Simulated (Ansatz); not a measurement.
```xyz
2
Lattice="0.0000 2.7363 2.7363 2.7363 0.0000 2.7363 2.7363 2.7363 0.0000" Properties=species:S:1:pos:R:3 pbc="T T T"
Ge     0.0000     0.0000     0.0000
Ge     1.3681     1.3681     1.3681
```

All values below come from r2SCAN, finite-displacement electron-phonon coupling, linearised Boltzmann equation (plane waves, PAW, scalar-relativistic; Ansatz, a first-principles code). Condition of this run: hydrostatic pressure 10 GPa (the target of the relaxation). Cell: relaxed with this functional, without spin-orbit coupling, then loaded as said.

Question: Predict the intrinsic electron mobility at 300 K.

Answer: 1110 cm²/(V·s).

Scattering by harmonic phonons alone: no impurities, screening or carrier-carrier scattering, bands fixed at 0 K. From a coarser fine mesh the values given move by up to 5 %. The mesh was bound by memory.
